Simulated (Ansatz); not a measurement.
BeSi (model structure, Pm-3m, No. 221, 2 atoms in the cell)

The numbers are results of r²SCAN in Ansatz (plane waves, PAW), not measurements.

Run with plane-wave cutoff 560 eV, 20×20×20 k mesh, Fermi–Dirac smearing 0.05 eV, scalar-relativistic PAW data made under PBE.

Cell (relaxed at this level):

```cif
data_BeSi
_chemical_formula_sum 'Be1 Si1'
_space_group_name_H-M_alt 'P 1'
_space_group_IT_number 1
_cell_length_a 2.80376
_cell_length_b 2.80376
_cell_length_c 2.80376
_cell_angle_alpha 90.000
_cell_angle_beta 90.000
_cell_angle_gamma 90.000
loop_
_space_group_symop_operation_xyz
  'x, y, z'
loop_
_atom_site_label
_atom_site_type_symbol
_atom_site_fract_x
_atom_site_fract_y
_atom_site_fract_z
_atom_site_occupancy
Be1 Be 0.00000 0.00000 0.00000 1
Si1 Si 0.50000 0.50000 0.50000 1
```

For BeSi (model structure, Pm-3m, No. 221, 2 atoms in the cell), the band gap comes out as zero (no gap). The bulk modulus B0 is 98.9 GPa.

Note: the bulk modulus is −V dP/dV from two relaxed cells at ±2 % in volume; the relaxation could raise the start's symmetry but not lower it, so the cell can be a saddle point.

Computed values are for the static lattice.

It cost about 29 core-seconds (a rough figure) of CPU time.

A model structure was made by putting elements into a prototype or built by hand; it is no filed structure, need not be a known phase, and can be a saddle point held by its symmetry.

Ansatz is an electronic-structure program.
